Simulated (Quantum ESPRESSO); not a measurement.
Quantum ESPRESSO 7.5, DFT, PBE, plane waves, SSSP 1.1.2 efficiency PBE: hcp Mg with a vacancy, atoms displaced (Mg15), unrelaxed at the host's lattice constant, 15 atoms. Basis and mesh were picked for this test and aren't claimed converged.

cell: 6.42, 6.42, 10.42 Å; 90, 90, 120°
distance to the nearest atom: 2.86 to 3.08 Å
task: scf
k mesh: 3×3×2
ecutwfc: 45 Ry
ecutrho: 360 Ry
occupations: smearing
smearing: mv
degauss: 0.02 Ry
conv_thr: 1.5e-08 Ry
tprnfor: true
tstress: false
k-point pools (-nk): 4
diagonalization: david (default)
k-points computed: 10
bands: 19
electrons: 30
G-vectors of the density: 289397
FFT grid: 75×75×120

One run each.

All on 8 ranks. Base settings, kept where nothing else is said: mixing_mode = plain (default), mixing_beta = 0.7 (default), mixing_ndim = 8 (default). The settings tried:
- mixing_ndim = 16
- mixing_mode = local-TF
- mixing_beta = 0.1
- the base settings
- mixing_mode = TF, mixing_beta = 0.4
- mixing_mode = TF
- mixing_beta = 1
- mixing_mode = TF, mixing_beta = 0.1
- mixing_ndim = 2
- mixing_mode = local-TF, mixing_beta = 0.2
- mixing_mode = local-TF, mixing_beta = 0.4
- mixing_mode = TF, mixing_beta = 1
- mixing_beta = 0.2
- mixing_mode = local-TF, mixing_beta = 0.1
- mixing_ndim = 4
- mixing_mode = TF, mixing_beta = 0.2
- mixing_beta = 0.4

### Question
Name the extremes by SCF iterations: fewest, most, and any that don't converge.

### Answer
Fewest SCF iterations, with those close behind: mixing_ndim = 16 (13); the base settings (14); mixing_ndim = 4 (15). Most among those that reach the base run's result: mixing_mode = local-TF, mixing_beta = 0.2 (47). All converged.

```json
[
 {"setting": "mixing_ndim = 16", "SCF iterations": "13", "end": "converged"},
 {"setting": "the base settings", "SCF iterations": "14", "end": "converged"},
 {"setting": "mixing_ndim = 4", "SCF iterations": "15", "end": "converged"},
 {"setting": "mixing_mode = TF, mixing_beta = 1", "SCF iterations": "17", "end": "converged"},
 {"setting": "mixing_beta = 0.4", "SCF iterations": "18", "end": "converged"},
 {"setting": "mixing_beta = 1", "SCF iterations": "18", "end": "converged"},
 {"setting": "mixing_beta = 0.2", "SCF iterations": "19", "end": "converged"},
 {"setting": "mixing_mode = local-TF", "SCF iterations": "25", "end": "converged"},
 {"setting": "mixing_mode = TF, mixing_beta = 0.1", "SCF iterations": "33", "end": "converged"},
 {"setting": "mixing_mode = local-TF, mixing_beta = 0.4", "SCF iterations": "33", "end": "converged"},
 {"setting": "mixing_ndim = 2", "SCF iterations": "33", "end": "converged"},
 {"setting": "mixing_beta = 0.1", "SCF iterations": "35", "end": "converged"},
 {"setting": "mixing_mode = TF, mixing_beta = 0.4", "SCF iterations": "35", "end": "converged"},
 {"setting": "mixing_mode = TF, mixing_beta = 0.2", "SCF iterations": "40", "end": "converged"},
 {"setting": "mixing_mode = TF", "SCF iterations": "40", "end": "converged"},
 {"setting": "mixing_mode = local-TF, mixing_beta = 0.1", "SCF iterations": "40", "end": "converged"},
 {"setting": "mixing_mode = local-TF, mixing_beta = 0.2", "SCF iterations": "47", "end": "converged"}
]
```
